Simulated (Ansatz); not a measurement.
Start from AgCl in the CsCl type structure (space group Pm-3m, No. 221; a model cell, its experimental status unchecked).

```yaml
crystal:
  lattice:
    - [3.39485, 0.00000, 0.00000]
    - [0.00000, 3.39485, 0.00000]
    - [0.00000, 0.00000, 3.39485]
  atoms:
    - { symbol: Ag, position: [0.00000, 0.00000, 0.00000] }
    - { symbol: Cl, position: [0.50000, 0.50000, 0.50000] }
```

Cartesian axes are those of the cell as printed.

Method: r2SCAN (Ansatz, a first-principles code, PAW, no spin-orbit coupling).

For the base:

| Property | Value |
|---|---|
| Band gap | 1.23 eV |
| Smallest direct gap | 2.87 eV |

Perturbation: tensor shear ε_yz = +2.52 % (engineering shear γ = 0.0504); the atoms relax in the strained cell.

### Question
Predict the new band gap, stress and smallest direct gap.

### Answer
The band gap decreases by 0.16 eV, from 1.23 eV to 1.07 eV; the stress (xx, yy, zz, yz, xz, xy; compression positive) amounts to (0.11, 0.09, 0.09, 0.49, 0.00, 0.00) GPa; the smallest direct gap decreases by 0.083 eV, from 2.87 eV to 2.78 eV.

No phonon test of stability was made. Under tensor shear ε_yz = +2.52 % the cell ends below the base's energy or with stress of the wrong sign: the atoms slid into a distortion or the cell is elastically unstable, so the base is not a stable minimum at this level. This is not the structure that AgCl has at room temperature and ambient pressure.
